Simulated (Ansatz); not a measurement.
InAs (Fm-3m, No. 225, 2 atoms in the cell; start mp-21391; a measured phase of this formula has another space group), treated with r²SCAN (Ansatz, a program for electronic structure, PAW).

Run with plane-wave cutoff 600 eV, 12×12×12 k mesh, Fermi–Dirac smearing 0.1 eV, finite displacements, scalar-relativistic PAW data made under PBE.

Cell (relaxed at this level):

```
InAs
1.0
    0.00000     2.84259     2.84259
    2.84259     0.00000     2.84259
    2.84259     2.84259     0.00000
In As
1 1
Direct
  0.50000   0.50000   0.50000
  0.00000   0.00000   0.00000
```

Q: Estimate the TO(Γ) frequency that the calculation returns.

A: 
- TO(Γ) frequency = 112 cm⁻¹

Note: the relaxation could not lower the start's symmetry, so the cell can be a saddle point above a distorted one.

Spin–orbit coupling is not included.

Cost on a shared machine: around 9 core-minutes (rough).

A start named mp-… is a Materials Project structure, which need not be a measured phase.
